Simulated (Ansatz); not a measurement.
Pressure series in NiAgO2

Take NiAgO$_{2}$ (space group P6_3/mmc, No. 194; ferromagnetic; a cell from a computed database, its experimental status unchecked) as the base.

```xyz
8
Lattice="2.9022 0.0000 0.0000 -1.4511 2.5134 0.0000 0.0000 0.0000 12.1743" Properties=species:S:1:pos:R:3 pbc="T T T"
Ni     0.0000     0.0000     6.0871
Ni     0.0000     0.0000     0.0000
Ag     1.4511     0.8378     9.1307
Ag     0.0000     1.6756     3.0436
O      0.0000     1.6756     5.1259
O      1.4511     0.8378     7.0483
O      1.4511     0.8378    11.2131
O      0.0000     1.6756     0.9612
```

Cell and atoms are relaxed at each pressure.

Level of theory: PBEsol (Ansatz, a program for electronic structure, PAW, no spin-orbit coupling).

Two rows of this table had their results exchanged by mistake.

```
pressure          volume per atom (Å³)  shortest distance (Å)  band gap
----------------  --------------------  ---------------------  --------
pressure −1 GPa                  11.17                  1.935      zero
pressure 0.3 GPa                 11.08                  1.931      zero
pressure 0.7 GPa                 11.05                  1.929      zero
pressure 1.5 GPa                 10.79                  1.917      zero
pressure 3 GPa                   10.91                  1.922      zero
pressure 5 GPa                   11.00                  1.927      zero
pressure 7.5 GPa                 10.65                  1.910      zero
```

Q: Which two?

A: The rows for pressure 1.5 GPa and pressure 5 GPa: the volume has to fall steadily with pressure, so 11.00 Å³ belongs to pressure 1.5 GPa and 10.79 Å³ to pressure 5 GPa.

Load acts through the strain it causes; cell and atoms are relaxed under it. Whether these cells are dynamically stable was not tested. No other phases were tried under pressure. No Hubbard U is applied and the magnetic state is the run's own (NiAgO2 ferromagnetic); small cells can't hold the antiferromagnetic order that many such compounds have, so gaps and moments can be off.
